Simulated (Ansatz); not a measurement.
An Ansatz (a quantum-chemistry and plane-wave program) input for (Si)1/(Ge)5 zinc blende (110) superlattice on Si:

Ansatz 0.2 input:
```yaml
crystal:
  lattice:
    - [3.869042202, 0.0, 0.0]
    - [0.0, 5.467349708, 0.0]
    - [0.0, 0.0, 12.478898902]
  atoms:
    - { symbol: Si, position: [0.0, 0.0, 0.0] }
    - { symbol: Si, position: [0.5, 0.25, 0.0] }
    - { symbol: Ge, position: [0.5, 0.5, 0.1620094] }
    - { symbol: Ge, position: [0.0, 0.75, 0.1620094] }
    - { symbol: Ge, position: [0.0, 0.0, 0.3310047] }
    - { symbol: Ge, position: [0.5, 0.25, 0.3310047] }
    - { symbol: Ge, position: [0.5, 0.5, 0.5] }
    - { symbol: Ge, position: [0.0, 0.75, 0.5] }
    - { symbol: Ge, position: [0.0, 0.0, 0.6689953] }
    - { symbol: Ge, position: [0.5, 0.25, 0.6689953] }
    - { symbol: Ge, position: [0.5, 0.5, 0.8379906] }
    - { symbol: Ge, position: [0.0, 0.75, 0.8379906] }
basis:
  ecutwfc: 420
  ecutrho_ratio: 4
  xc_grid: 2
kpoints:
  mp_grid: { grid: [8, 6, 3] }
hamiltonian:
  xc: pbe
  dispersion: none
  pseudopotentials: { kind: paw }
scf:
  n_extra_bands: 14
  occupations: { method: fermi_dirac, width: 0.01 }
output:
  forces: true
  stress: true
  eigenstates:
    kpoints:
      - [0, 0, 0]
      - [0, 0, 0.5]
      - [0.5, 0.5, 0]
      - [0.5, 0, 0]
      - [0, 0.5, 0]
    e_range: [-4.0, 6.0]
    localisation: true
relax:
  f_tol: 0.02
  max_steps: 60
  cell: { fix: [a, b, angles], stress_tol: 0.08 }
```

These are PBE (plane waves to 420 eV, PAW; Ansatz) values and carry that method's errors. Scalar-relativistic, without spin–orbit coupling. Its k-point mesh 8×6×3, Fermi–Dirac width 0.01 eV.

Q: Write the closing report of this run, without the band table and long remarks, to eight decimals at most.

A: 
```
SCF converged after 5 iterations
Free energy (F): -44220.866190 eV
Harris-Foulkes:  -44220.866190 eV  (|F-HF|=1.46e-10)
Internal energy: -44220.865988 eV  (E = F + TS)
E sigma→0 (E₀):  -44220.866089 eV
Entropy (-TS):   -0.000202 eV (-0.017 meV/atom)
Fermi energy:    8.494227 eV
--- Per-component energies (eV) ---
  E_band       = -1480.409329
  E_kinetic    = 1199.022724
  E_local      = -27057.405927  (includes V_loc(G=0)·N_el)
  E_nonlocal   = 4239.222423
  E_hartree    = 12008.569571
  E_xc         = -867.939065
  E_vxc        = -742.121673  (∫ρ·V_xc dr)
  E_paw        = -21225.269547  (= ΣΔE_a)
  E_vpaw       = -3136.270185  (= ΣTr[D̂ρ^β])
  E_aug_tail   = 0.003632  (compensation charges beyond the density's cutoff)
  E_ewald      = -12517.069798
  E_smearing   = -0.000202  (= −TS)
  E_closure    = 0.000000  (closes the sum)
  Σ components = -44220.866190   (vs F -44220.866190, Δ=0.00e0)
--- Forces (eV/Å), atoms counted from 1 ---
  atom   1  Si     0.00000000    -0.00397288     0.00000000
  atom   2  Si     0.00000000     0.00397288    0.00000000
  atom   3  Ge    0.00000000    -0.00114243    -0.00095657
  atom   4  Ge     0.00000000     0.00114243    -0.00095657
  atom   5  Ge     0.00000000     0.00910840    -0.00070323
  atom   6  Ge     0.00000000    -0.00910840    -0.00070323
  atom   7  Ge     0.00000000     0.00785942     0.00000000
  atom   8  Ge     0.00000000    -0.00785942    0.00000000
  atom   9  Ge     0.00000000     0.00910840     0.00070323
  atom  10  Ge     0.00000000    -0.00910840     0.00070323
  atom  11  Ge    0.00000000    -0.00114243     0.00095657
  atom  12  Ge     0.00000000     0.00114243     0.00095657
  max |Σ_I F_I| component: 3.47e-18 eV/Å
--- Stress (GPa, compression-positive) ---
        7.609190       0.000000       0.000000
        0.000000       5.753358       0.000000
        0.000000       0.000000       0.012233
  P = ⅓ Tr σ = 4.4583 GPa (44.583 kbar)
--- Relaxed structure (3 steps of the walk, 3 accepted, 1 SCFs on fresh bases) ---
  F+E_penalty+E_count = -44220.86618983 eV   max|allowed force component| = 9.108e-3 eV/Å   (the final SCF, on the basis selected at the relaxed cell)
  cell:  # Å, volume = 262.2168 Å³
    - [3.86904220, 0.0, 0.0]
    - [0.0, 5.46734971, 0.0]
    - [0.0, 0.0, 12.39596202]
  atoms:
    - { symbol: Si, position: [0.0, 0.00475329, 0.0] }
    - { symbol: Si, position: [0.5, 0.24524671, 0.0] }
    - { symbol: Ge, position: [0.5, 0.49210579, 0.16100696] }
    - { symbol: Ge, position: [0.0, 0.75789421, 0.16100696] }
    - { symbol: Ge, position: [0.0, -0.00720654, 0.33073406] }
    - { symbol: Ge, position: [0.5, 0.25720654, 0.33073406] }
    - { symbol: Ge, position: [0.5, 0.49282695, 0.5] }
    - { symbol: Ge, position: [0.0, 0.75717305, 0.5] }
    - { symbol: Ge, position: [0.0, -0.00720654, 0.66926594] }
    - { symbol: Ge, position: [0.5, 0.25720654, 0.66926594] }
    - { symbol: Ge, position: [0.5, 0.49210579, 0.83899304] }
    - { symbol: Ge, position: [0.0, 0.75789421, 0.83899304] }
```

Cost: roughly 2.3 core-minutes.
